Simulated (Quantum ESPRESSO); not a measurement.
Input and output of a self-consistent single point for LaP₃ (P6_3/mmc, 8 atoms in the cell) (Quantum ESPRESSO).

Method: PBEsol, SSSP 1.1.2 efficiency (PBE) pseudopotentials (plane waves; Quantum ESPRESSO).

```
LaP3
1.0
    5.84548     0.00000     0.00000
   -2.92274     5.06233     0.00000
    0.00000     0.00000     5.39203
La P
2 6
Cartesian
  0.00000   3.37489   4.04402
  2.92274   1.68744   1.34801
  0.00000   1.38257   1.34801
  2.92274   3.67976   4.04402
  4.64814   0.69129   4.04402
 -1.72540   4.37105   1.34801
  1.72540   4.37105   1.34801
  1.19734   0.69129   4.04402
```

Reference input (self-consistent single point, DFT, PBEsol, plane waves, GBRV 1.5 ultrasoft (PBESOL) pseudopotentials): ecutwfc = 40 Ry; ecutrho = 200 Ry; occupations = smearing; smearing = gaussian; degauss = 0.0073499 Ry; potentials = {La: la_pbesol_v1.uspp.F.UPF, P: p_pbesol_v1.5.uspp.F.UPF}; K_POINTS = automatic 7 7 6 0 0 0; conv_thr = 1e-10 Ry. This run's input differs from it in these lines:

```diff
@@ -13,4 +13,4 @@
  ntyp = 2,
- ecutwfc = 40,
- ecutrho = 200,
+ ecutwfc = 50,
+ ecutrho = 400,
  occupations = 'smearing',
@@ -18,2 +18,3 @@
  degauss = 0.0073499,
+ input_dft = 'pbesol',
 /
@@ -23,4 +24,4 @@
 ATOMIC_SPECIES
-La   138.9055  la_pbesol_v1.uspp.F.UPF
-P     30.9738  p_pbesol_v1.5.uspp.F.UPF
+La   138.9055  La.GGA-PBE-paw-v1.0.UPF
+P     30.9738  P.pbe-n-rrkjus_psl.1.0.0.UPF
 ATOMIC_POSITIONS crystal
```

The program printed (abridged):

```
     Self-consistent Calculation

     iteration #  1     ecut=    50.00 Ry     beta= 0.70

     Threshold (ethr) on eigenvalues was too large:
     Diagonalizing with lowered threshold

     total energy              =    -987.66954971 Ry
     estimated scf accuracy    <       0.25042661 Ry

     iteration #  2     ecut=    50.00 Ry     beta= 0.70
     c_bands:  1 eigenvalues not converged

     total energy              =    -987.74551072 Ry
     estimated scf accuracy    <       0.53004587 Ry

     iteration #  3     ecut=    50.00 Ry     beta= 0.70

     total energy              =    -987.79643359 Ry
     estimated scf accuracy    <       0.03474935 Ry

   [... 20 blocks of this kind left out ...]

     iteration # 24     ecut=    50.00 Ry     beta= 0.70

     total energy              =    -987.82379303 Ry
     estimated scf accuracy    <          2.6E-09 Ry

     iteration # 25     ecut=    50.00 Ry     beta= 0.70
     End of self-consistent calculation

     the Fermi energy is    10.9909 ev

!    total energy              =    -987.82379304 Ry
     estimated scf accuracy    <          7.8E-12 Ry
     smearing contrib. (-TS)   =      -0.00252420 Ry
     internal energy E=F+TS    =    -987.82126884 Ry

     convergence has been achieved in  25 iterations

     Forces acting on atoms (cartesian axes, Ry/au):

     atom    1 type  1   force =     0.00000000    0.00000000   -0.00000000
     atom    2 type  1   force =     0.00000000    0.00000000   -0.00000000
     atom    3 type  2   force =     0.00000000    0.00017781    0.00000000
     atom    4 type  2   force =    -0.00000000   -0.00017781    0.00000000
     atom    5 type  2   force =    -0.00015399    0.00008890   -0.00000000
   [... lines left out ...]

     Total force =     0.000436     Total SCF correction =     0.000001

          total   stress  (Ry/bohr**3)                   (kbar)     P=      -28.72
  -0.00020310   0.00000000   0.00000000          -29.88        0.00        0.00
   0.00000000  -0.00020310   0.00000000            0.00      -29.88        0.00
  -0.00000000  -0.00000000  -0.00017954           -0.00       -0.00      -26.41

   JOB DONE.
```

The run converged in 25 iterations. Against the reference run the pressure goes from -3.32 to -2.87 GPa and the largest force goes from 0.042 to 0.005 eV/Å.

The starting cell comes from a database of computed structures (which also holds hypothetical and non-ambient phases and stackings), without a prior relaxation at this level.

Cost on one core of a shared machine: roughly 8 min.
